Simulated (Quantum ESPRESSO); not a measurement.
**Effort and miss along a sweep of K_POINTS: TiAs (P6_3/mmc, 4 atoms in the cell)**

```
CELL_PARAMETERS angstrom
      3.59875     0.00000     0.00000
     -1.79937     3.11661     0.00000
      0.00000     0.00000     6.33191
ATOMIC_POSITIONS crystal
  Ti 0.66667 0.33333 0.75000
  Ti 0.33333 0.66667 0.25000
  As 0.00000 0.00000 0.50000
  As 0.00000 0.00000 0.00000
```

Method of the run: LDA (PZ), GBRV 1.5 ultrasoft (LDA) pseudopotentials (plane waves; Quantum ESPRESSO).

Base settings: ecutwfc = 50 Ry; ecutrho = 400 Ry; occupations = smearing; smearing = marzari-vanderbilt; degauss = 0.0036749 Ry; potentials = {Ti: ti_lda_v1.4.uspp.F.UPF, As: as_lda_v1.uspp.F.UPF}; K_POINTS = automatic 9 9 4 0 0 0; conv_thr = 1e-11 Ry; mixing_beta = 0.3.

Misses are taken against the tightest run, automatic 26 26 13 0 0 0, which need not be fully converged itself. The energy is the free energy per atom.

The count of work is k-points × plane waves × bands × iterations; it is no time, and leaves out set-up, grids and terms that scale otherwise. Core times come from one kind of shared machine and are given to one figure; runs under 30 s give none.

The starting cell comes from a database of computed structures (which also holds hypothetical and non-ambient phases and stackings), without a prior relaxation at this level. Spin polarisation is off, so a magnetic state, if there is one, cannot be reached. In the base run, with a pressure of about -7 GPa the cell is away from its equilibrium volume at this level.

| K_POINTS | energy less reference (meV/atom) | pressure less reference (GPa) | count of work / reference | core time / reference (rough) |
|---|---|---|---|---|
| automatic 1 1 1 0 0 0 | 3086.77 | 16.58 | 0.0065 | 0.08 |
| automatic 2 2 1 0 0 0 | 434.98 | 3.89 | 0.0072 | 0.05 |
| automatic 3 3 2 0 0 0 | 68.76 | 0.96 | 0.014 | 0.04 |
| automatic 4 4 2 0 0 0 | 50.90 | 0.84 | 0.017 | 0.05 |
| automatic 5 5 3 0 0 0 | 2.75 | 0.13 | 0.024 | 0.05 |
| automatic 6 6 3 0 0 0 | -0.21 | 0.13 | 0.030 | 0.06 |
| automatic 7 7 4 0 0 0 | 3.55 | 0.09 | 0.070 | 0.09 |
| automatic 9 9 4 0 0 0 | 1.54 | 0.05 | 0.073 | 0.07 |
| automatic 10 10 5 0 0 0 | -0.16 | 0.04 | 0.11 | 0.1 |
| automatic 12 12 6 0 0 0 | -0.95 | 0.00 | 0.15 | 0.1 |
| automatic 14 14 7 0 0 0 | 0.33 | 0.02 | 0.22 | 0.2 |
| automatic 17 17 8 0 0 0 | -0.48 | -0.01 | 0.48 | 0.4 |
| automatic 21 21 10 0 0 0 | -0.05 | 0.00 | 0.78 | 0.8 |
| automatic 26 26 13 0 0 0 | 0.00 | 0.00 | 1.0 | 1 |

Coarsest setting among those run that, with all tighter ones, holds the energy within 20 meV/atom of the reference: automatic 5 5 3 0 0 0, off by 2.8 meV/atom; it needs 0.024 of the reference's count of work and about 0.05 of the reference's time.

The step from automatic 7 7 4 0 0 0 to automatic 14 14 7 0 0 0: it takes the miss in the energy from 3.5 to 0.33 meV/atom, for 3.1 times the count of work and roughly 3 times the time.
